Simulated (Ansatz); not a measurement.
# What uniaxial strain ε_xx = +2.00 % does to WSi2

The parent structure is WSi2 (space group I4/mmm, No. 139; a = 3.2024 Å, c = 7.8177 Å; relaxed with 0.1 eV smearing). Axes: x, y, z lie along a, b, c of the conventional cell.

It is then changed as follows: the cell is stretched by 2.00 % along x with no lateral relaxation; the atoms relax in the strained cell.

Calculations: PBEsol (Ansatz, a first-principles code), no SOC. Settings: 25×25×25 k-points, 0.1 eV Fermi–Dirac smearing.

The volume per atom rises by 0.27 Å³ to 13.63 Å³ and the space group changes from I4/mmm (No. 139) to Immm (No. 71). The energy increases by 7.0 meV/atom and the pressure (mean of the normal stresses, compression positive) goes from zero to -4.2 GPa. The band gap is still zero and the stress (xx, yy, zz, yz, xz, xy; compression positive) comes out as (-8.2, -2.4, -1.9, 0.0, 0.0, 0.0) GPa.

Cost of the whole job for the changed cell (relaxation, final SCF and bands): roughly 4 core-minutes.

Stability against distortions was not tested. The final runs are not spin-polarised.
